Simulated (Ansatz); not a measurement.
Start from WS2 in the 2H-MoS2 type structure (space group P6_3/mmc, No. 194; a = 3.1148 Å, c = 11.7731 Å; layered, stacked along the Cartesian z axis).

One thing is altered: a free-standing slab of 2 layers (6 atoms, 3 a layer) is cut normal to the stacking axis, with 15 Å of vacuum and the in-plane cell relaxed.

Levels (all Ansatz, a quantum-chemistry and plane-wave program, PAW): PBEsol-D3(BJ) (420 eV, scalar-relativistic without spin-orbit coupling); r2SCAN (500 eV, no SOC); HSE06 (420 eV, no SOC).

At the geometry relaxed with PBEsol-D3(BJ), these levels gave the following band gaps, in shuffled order: (a) 1.35 eV, (b) 1.19 eV, (c) 1.78 eV.

Problem. Match each gap to its level.

Solution. (a) r2SCAN; (b) PBEsol-D3(BJ); (c) HSE06.

Single points use the geometry relaxed with PBEsol-D3(BJ). The hybrid gap comes from the SCF mesh plus the semilocal run's edge points and a few special points and is an upper bound. With W present, leaving out spin-orbit coupling can change the band edges. Stability against distortions was not tested.
